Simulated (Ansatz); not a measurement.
OH on the 1x1 (111) surface of fcc Al, one in a 2x2 cell: adsorption energies (eV for each) against H2O(g) − ½ H2(g) in Ansatz (plane waves, PAW). Structures relaxed with PBE; the other functionals are single points on them, with slab and gas at the same level. No dispersion, zero-point or thermal terms. Rows are starts at which the adsorbate stayed; left out, since it moved away, changed or didn't bind there, or the run didn't converge: hollow Al-Al-Al over Al at depth 2.3 Å.

Set-up: 18 atoms, 7.0 Å thick at the start under the adsorbate (thin: gaps and levels are the slab's own); mesh 6x6x1; 0.1 eV smearing; dipole correction on; 8 atoms held, the rest relaxed; each run with such symmetry as its start has; spin-polarised, no spin-orbit, no U, no dispersion correction.

```tsv
site	PBE	RPBE	r2SCAN
top Al	-0.66	-0.57	-0.78
hollow Al-Al-Al over Al at depth 4.6 Å	-0.66	-0.46	-0.84
bridge Al-Al (span 2.9 Å)	-0.73	-0.55	-0.89
```

RPBE moves the energies by 0.16 eV on average against PBE and the two lowest sites lie within 0.02 eV at one of the levels. r2SCAN moves the energies by -0.15 eV on average against PBE and puts 'bridge Al-Al (span 2.9 Å)' lowest, as PBE does.

Ansatz is a quantum-chemistry and plane-wave program.
